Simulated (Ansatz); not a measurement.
The starting structures come from a database of crystals and need not be the phases stable at ambient conditions.

By PBEsol, the system below comes out a metal.

Without scattering a metal conducts by its projected Fermi surface.

Consider the following.

```
CELL_PARAMETERS angstrom
      3.22793     0.00000     0.00000
      0.00000     4.43064     0.00000
      0.13021     0.00000     4.40589
ATOMIC_POSITIONS crystal
  Sb 0.04335 0.25000 0.76354
  Sb 0.95665 0.75000 0.23646
```

Space group of this cell: P2_1/m. The cell is strained (lengths across the current scaled by 1.02, ions clamped); by PBEsol its mean pressure is -4.5 GPa.

The current flows along the normal of the first two printed cell vectors. No spin-orbit coupling; the value is a mean over 0.1 eV about the Fermi level.

Task: Estimate the ballistic conductance per area that PBEsol in Ansatz (an electronic-structure program) returns for this system.

Result: 0.91 × 10¹⁵ S/m² for both spins.
